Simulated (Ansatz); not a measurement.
Output of an Ansatz run (abridged):

```
WARN ansatz: RAYON_NUM_THREADS=1 ignored (pool sized by the plan → 1); use --threads N
Pseudopotentials: kind: paw
Pseudopotential: Hf, paw, valence charge 26
Pseudopotential: Cd, paw, valence charge 20
Crystal: 4 atoms, lattice volume = 83.811 Å³
Basis set: ecut = 420 eV, 1599 PW (Γ), exchange–correlation on 48×48×128 points (8 copies of the dense FFT grid, shifted against one another)
Bands: 56, of which v1, the nominal top of the filled ones, is band 46 counted from 1 (45 counted from 0)
Symmetry: 8 space group operations
Space group: P4mm (ITA 99), of the structure as read, at distance tolerance 4.4e-5 Å
k-points: 30 of 243 (time reversal used)
PAW frozen core: Hf, regenerated for the run's functional, and the local potential with it
PAW frozen core: Cd, regenerated for the run's functional, and the local potential with it
Initial density: superposition of atomic densities (neutral atoms: chi_scale 0, normalization atom), corrected by the library's trained network
Initial wavefunctions: pseudopotential atomic-orbital guess
Eigensolver: davidson
Functional: x = pbesol(κ = 0.804, μ = 0.12345679012345678), c = pbesol(β = 0.046)
SCF iter   1: F=—  HF=-47564.627199 eV  |F-HF|=—  |Δ(HF+E_count)|=         —  Δρ=7.65e-3  dr2=1.05e-1  ethr=1.77e-3  ⟨swp⟩=5.8  Hψ=5263  notcnv=0  defer=9
all-band conjugate gradients solve this SCF's bands
preconditioner: auto → Kerker (q_TF=auto, 2.771 Å⁻¹)
SCF iter   2: F=—  HF=-47564.614685 eV  |F-HF|=—  |Δ(HF+E_count)|=   1.25e-2  Δρ=3.33e-3  dr2=3.11e-2  ethr=1.14e-4  ⟨swp⟩=1.0  Hψ=1950  notcnv=0  defer=9
SCF iter   3: F=—  HF=-47564.611511 eV  |F-HF|=—  |Δ(HF+E_count)|=   3.17e-3  Δρ=1.19e-3  dr2=4.64e-3  ethr=3.38e-5  ⟨swp⟩=1.0  Hψ=1648  notcnv=0  defer=9
SCF iter   4: F=—  HF=-47564.611411 eV  |F-HF|=—  |Δ(HF+E_count)|=   1.00e-4  Δρ=6.17e-4  dr2=3.22e-4  ethr=5.04e-6  ⟨swp⟩=2.0  Hψ=2562  notcnv=0  defer=9
SCF iter   5: F=—  HF=-47564.610973 eV  |F-HF|=—  |Δ(HF+E_count)|=   4.38e-4  Δρ=2.56e-4  dr2=7.87e-5  ethr=3.50e-7  ⟨swp⟩=2.8  Hψ=2846  notcnv=0  defer=9
SCF iter   6: F=—  HF=-47564.610964 eV  |F-HF|=—  |Δ(HF+E_count)|=   8.65e-6  Δρ=7.77e-5  dr2=7.47e-6  ethr=8.55e-8  ⟨swp⟩=2.0  Hψ=2563  notcnv=0  defer=9
SCF iter   7: F=—  HF=-47564.610962 eV  |F-HF|=—  |Δ(HF+E_count)|=   2.38e-6  Δρ=1.70e-5  dr2=4.47e-7  ethr=8.12e-9  ⟨swp⟩=2.4  Hψ=2770  notcnv=0  defer=9
SCF iter   8: F=—  HF=-47564.610961 eV  |F-HF|=—  |Δ(HF+E_count)|=   4.78e-7  Δρ=1.18e-5  dr2=2.98e-7  ethr=1.09e-10  ⟨swp⟩=9.8  Hψ=8030  notcnv=0
SCF iter   9: F=-47564.610961 eV  HF=-47564.610961 eV  |F-HF|=5.58e-8  |Δ(HF+E_count)|=   1.75e-7  Δρ=4.68e-6  dr2=4.49e-8  ethr=1.09e-10  ⟨swp⟩=3.7  Hψ=6605  notcnv=0
SCF 1 converged in 9 iterations: F = -47564.610961 eV  dr2 = 4.49e-8
SCF converged after 9 iterations
Free energy (F): -47564.610961 eV
Harris-Foulkes:  -47564.610961 eV  (|F-HF|=5.58e-8)
Internal energy: -47564.525335 eV  (E = F + TS)
E sigma→0 (E₀):  -47564.568148 eV
Entropy (-TS):   -0.085626 eV (-21.406 meV/atom)
Fermi energy:    18.010119 eV
--- Per-component energies (eV) ---
  E_band       = -665.967507
  E_kinetic    = 1861.648378
  E_local      = -16441.134261  (includes V_loc(G=0)·N_el)
  E_nonlocal   = -2407.779669
  E_hartree    = 7767.641059
  E_xc         = -949.196110
  E_vxc        = -977.730289  (∫ρ·V_xc dr)
  E_paw        = -21638.896648  (= ΣΔE_a)
  E_vpaw       = 1763.764033  (= ΣTr[D̂ρ^β])
  E_aug_tail   = 0.000021  (compensation charges beyond the density's cutoff)
  E_ewald      = -15759.994208
  E_core_change = 3.186103  (= ΣΔE_core)
  E_smearing   = -0.085626  (= −TS)
  E_closure    = 0.000000  (closes the sum)
  Σ components = -47564.610961   (vs F -47564.610961, Δ=0.00e0)
--- Forces (eV/Å), atoms counted from 1 ---
  atom   1  Hf    -0.00000000     0.00000000    -0.54300068
  atom   2  Hf     0.00000000     0.00000000     0.41451793
  atom   3  Cd     0.00000000     0.00000000    -0.01039636
  atom   4  Cd     0.00000000     0.00000000     0.13896612
  max |Σ_I F_I| component: 8.70e-5 eV/Å
--- Stress (GPa, compression-positive) ---
       -0.533377       0.000000       0.000000
        0.000000      -0.533377       0.000000
        0.000000       0.000000      -0.324131
  P = ⅓ Tr σ = -0.4636 GPa (-4.636 kbar)
  The stress holds the Pulay correction. Without it, at fixed plane waves, as pw.x and ABINIT print it: P = -0.5054 GPa
--- Band table (eV; the first three rows and the last of 30) ---
  k-point 0: bands = ["-84.7348", "-84.7176", "-45.8010", "-45.8010", "-45.7980", "-45.7832", "-45.7832", "-45.7701", "-43.7756", "-43.6944", "-12.7571", "-12.2375", "-12.2375", "-12.1660", "-12.0018", "-12.0018", "6.2595", "6.2855", "6.2855", [...]
  k-point 1: bands = ["-84.7348", "-84.7176", "-45.8010", "-45.8010", "-45.7980", "-45.7832", "-45.7832", "-45.7702", "-43.7756", "-43.6944", "-12.7570", "-12.2375", "-12.2375", "-12.1660", "-12.0018", "-12.0018", "6.2596", "6.2855", "6.2855", [...]
  k-point 2: bands = ["-84.7346", "-84.7174", "-45.8045", "-45.8007", "-45.7979", "-45.7860", "-45.7830", "-45.7701", "-43.7691", "-43.6925", "-12.7443", "-12.3571", "-12.2238", "-12.1265", "-12.0761", "-12.0020", "6.2634", "6.2811", "6.2890", [...]
  k-point 29: bands = ["-84.7318", "-84.7147", "-45.8273", "-45.8273", "-45.8082", "-45.8078", "-45.7887", "-45.7704", "-43.6741", "-43.6559", "-12.8606", "-12.8576", "-12.5125", "-12.4831", "-12.3236", "-12.2897", "6.2788", "6.2798", "6.2871", [...]
```

The structure:

```xyz
4
Lattice="3.0320 0.0000 0.0000 0.0000 3.0320 0.0000 0.0000 0.0000 9.1166" Properties=species:S:1:pos:R:3 pbc="T T T"
Hf     0.0000     1.5160     8.0876
Hf     1.5160     0.0000     1.0790
Cd     0.0000     1.5160     3.4413
Cd     1.5160     0.0000     5.6754
```

Problem. Reconstruct the input of this run.

Solution. Other spellings and defaults could give the same log, and not every line can be read from it. The input that was run (DFT, PBEsol, plane waves, default PAW files made with PBE):

Ansatz 0.2 input:
```yaml
# HfCd
crystal:
  lattice:
    - [3.032024, 0.000000, 0.000000]
    - [0.000000, 3.032024, 0.000000]
    - [0.000000, 0.000000, 9.116648]
  atoms:
    - { symbol: Hf, position: [0.000000, 0.500000, 0.887124] }
    - { symbol: Hf, position: [0.500000, 0.000000, 0.118360] }
    - { symbol: Cd, position: [0.000000, 0.500000, 0.377470] }
    - { symbol: Cd, position: [0.500000, 0.000000, 0.622530] }
basis:
  ecutwfc: 420.0
kpoints:
  mp_grid:
    grid: [9, 9, 3]
hamiltonian:
  xc: pbesol
  pseudopotentials:
    kind: paw
scf:
  occupations:
    method: fermi_dirac
    width: 0.1
output:
  forces: true
  eigenvalues: true
  stress: true
```

The starting cell comes from a database of computed structures (which also holds hypothetical and non-ambient phases and stackings), without a prior relaxation at this level. Its lattice was rescaled by up to half a per cent. One atom was moved a little off its site on purpose. Spin-orbit coupling is off. Ansatz's pressure includes its estimate of the finite-basis (Pulay) stress.

Ansatz is a program for electronic structure.
